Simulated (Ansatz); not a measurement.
InP under load (space group F-43m), r2SCAN with spin-orbit coupling, rigid bands in Ansatz (a quantum-chemistry and plane-wave program). Condition of this run: hydrostatic pressure 5 GPa (the target of the relaxation). Band gap 1.37 eV, N_c = 8.06e17 cm⁻³ and N_v = 2.20e19 cm⁻³ at 300 K, conductivity masses of 0.106 mₑ (electrons) and 0.528 mₑ (holes). Take k_BT = 0.02585 eV.

Q: Find the intrinsic carrier density and the intrinsic Fermi level.

A: n_i = √(N_c N_v) exp(−E_g/2k_BT) = 4.21e18 × exp(−26.50) = 1.3e7 cm⁻³. The level lies (k_BT/2) ln(N_v/N_c) = 43 meV from mid-gap (positive towards the conduction band). Each 0.1 eV added to the gap lowers n_i by a factor of 6.9.

Q: What thermal injection velocity √(2k_BT/πm) limits a ballistic channel?

A: 1.65e7 cm/s for electrons and 7.40e6 cm/s for holes, a ratio of √(m_h/m_e) = 2.23, for dilute carriers.

Q: A film of it is 3 nm thick. Estimate the confinement energies in an infinite well.

A: ħ²π²/(2m t²) = 0.376 eV·nm²/(m/mₑ × t²) gives 394 meV for electrons and 79.1 meV for holes, so the gap would widen to about 1.84 eV. Finite barriers and nonparabolic bands lower this, and with several valleys or bands the heaviest mass along the normal sets the lowest level, not this average.

Rigid bands with the computed gap; masses take one relaxation time for all states.
